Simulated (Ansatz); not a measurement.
**Pressure series in hypothetical zinc blende YP**

The parent structure is YP in the zinc blende structure (space group F-43m, No. 216; a = 6.290 Å; a hypothetical phase, not in the database extracts checked).

Cell and atoms are relaxed at each pressure.

Level of theory: Ansatz (a program for electronic structure), PBE, PAW, cutoff 420 eV, spin-orbit coupling left out.

| pressure (GPa) | volume per atom (Å³/atom) |
|---|---|
| -2 | 32.334 |
| -1 | 31.695 |
| 0 | 31.105 |
| 0.9 | 30.630 |
| 4.5 | 28.981 |
| 9 | ? |
| 15 | 25.729 |
| 22.5 | 24.126 |
| 30 | 22.849 |

Task: Fit the third-order Birch–Murnaghan form P(V) = (3B₀/2)[(V₀/V)^(7/3) − (V₀/V)^(5/3)]·[1 + (3/4)(B₀′ − 4)((V₀/V)^(2/3) − 1)] (squares taken in P) to the rows shown and predict the withheld row.

Result: Least squares on the printed values gives V₀ = 31.112 Å³/atom, B₀ = 56.2 GPa, B₀′ = 3.6; this predicts 27.389 Å³/atom, and the run gives 27.385 Å³/atom, 0.004 lower.

Load acts through the strain it causes; cell and atoms are relaxed under it. Whether these cells are dynamically stable was not tested. Competing high-pressure phases were not computed.
